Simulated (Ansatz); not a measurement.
Effect of uniaxial strain ε_xx = +5.75 % on Ru

Take Ru in the hcp (Mg type) structure (space group P6_3/mmc, No. 194; a = 2.704 Å, c = 4.263 Å; relaxed with 0.1 eV smearing) as the base. Axes: x lies along a and z along c of the hexagonal cell.

One thing is altered: the cell is stretched by 5.75 % along x with no lateral relaxation; the atoms relax in the strained cell.

All numbers come from r2SCAN, PAW, 500 eV (Ansatz, a quantum-chemistry and plane-wave program; spin-orbit coupling left out). k-mesh 24×24×14 (Γ-centred); smearing 0.1 eV (Fermi–Dirac).

- Volume per atom: 14.28 Å³ (base 13.50 Å³)
- Shortest interatomic distance: 2.652 Å (base 2.642 Å)
- Energy relative to the base (free energy F): +70 meV/atom
- Pressure (mean of the normal stresses, compression positive): -15.3 GPa (base 0.0 GPa)
- Band gap: zero (base zero)
- Stress (xx, yy, zz, yz, xz, xy; compression positive): (-26.5, -9.8, -9.6, 0.0, 0.0, 0.0) GPa

Final structure:

```
Ru
1.0
    2.85978     0.00000     0.00000
   -1.42989     2.34198     0.00000
    0.00000     0.00000     4.26291
Ru
2
Direct
  0.33152   0.66305   0.75000
  0.66848   0.33695   0.25000
```

Stability against distortions was not tested. All final runs are without spin polarisation.
